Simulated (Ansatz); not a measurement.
Density of states of TiAl (P4/mmm) near the Fermi level, PBEsol, rigid bands (Ansatz, a first-principles code).

```
E − E_F (eV) | states/eV/cell
    -1.95 | ############# 1.44
    -1.85 | ############# 1.52
    -1.75 | ############### 1.73
    -1.65 | #################### 2.33
    -1.55 | ####################### 2.66
    -1.45 | ################ 1.80
    -1.35 | ############ 1.40
    -1.25 | ########## 1.15
    -1.15 | ######## 0.95
    -1.05 | ######## 0.87
    -0.95 | ######## 0.87
    -0.85 | ########## 1.08
    -0.75 | ############## 1.56
    -0.65 | ################ 1.82
    -0.55 | ############### 1.74
    -0.45 | ################ 1.84
    -0.35 | #################### 2.23
    -0.25 | ##################### 2.33
    -0.15 | ##################### 2.39
    -0.05 | ################# 1.92
     0.05 | ############## 1.64
     0.15 | ############# 1.50
     0.25 | ############ 1.41
     0.35 | ############ 1.32
     0.45 | ########### 1.24
     0.55 | ########### 1.26
     0.65 | ########### 1.25
     0.75 | ############ 1.37
     0.85 | ############ 1.39
     0.95 | ############# 1.46
     1.05 | ############## 1.62
     1.15 | ################ 1.83
     1.25 | ################## 2.02
     1.35 | #################### 2.23
     1.45 | #################### 2.33
     1.55 | ################## 2.07
     1.65 | ################### 2.20
     1.75 | ####################### 2.65
     1.85 | ############################ 3.22
     1.95 | ############################## 3.41
```

**Question.** With 2 atoms a cell, what bare Sommerfeld coefficient γ = (π²/3) k_B² N(E_F) follows?

**Answer.** N(E_F) ≈ 1.77 states/eV a cell at 300 K, so γ ≈ 2.1 mJ/(mol of atoms·K²), before electron-phonon enhancement.

**Question.** How far does the Fermi level move in a rigid band for 0.1 electron a cell added or removed?

**Answer.** 59 meV and -54 meV.

A metal at this level (no band gap); rigid bands, thermally averaged at 300 K, both spins. Spin-orbit coupling is left out. Geometry: cell and atoms relaxed with PBEsol.
